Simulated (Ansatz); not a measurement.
**Effect of x(Au) = 0.667, 3 atoms, Immm on Ir**

Start from Ir in the fcc (Cu type) structure (space group Fm-3m, No. 225; a = 3.845 Å).

The other end (x = 1) is Au in the fcc (Cu type) structure (space group Fm-3m, No. 225): 17.53 Å³/atom, gap zero.

It is then changed as follows: a fraction x = 0.667 of the Ir sites is given to Au, ordered in a cell of 3 atoms (starting symmetry Immm) and fully relaxed.

Level of theory: Kohn–Sham DFT with the r2SCAN functional, run in Ansatz (a program for electronic structure) with PAW and 500 eV plane waves, no spin-orbit coupling, earlier PAW set. Settings: 20×20×20 k-points, 0.05 eV Fermi–Dirac smearing, for the changed cell.

- Volume per atom: 16.36 Å³ (base 14.21 Å³)
- Density: 19.83 g/cm³ (base 22.46 g/cm³)
- Shortest interatomic distance: 2.761 Å (base 2.719 Å)
- Band gap: zero (base zero)
- Mixing energy: +0.45 eV/atom (to 0.01 eV only: unlike meshes or grids)
- Deviation of the volume from the linear (Vegard-type) interpolation: -0.4 %

Cost of the whole job for the changed cell (relaxation, final SCF and bands): about 40 core-minutes (a rough figure).

Each cell is one ordered arrangement of few atoms, which overstates ordering effects compared with a random alloy. Whether these cells are dynamically stable was not tested. The final runs are not spin-polarised. IrAu2 has a high density of states at the Fermi level and may be magnetic at this level.
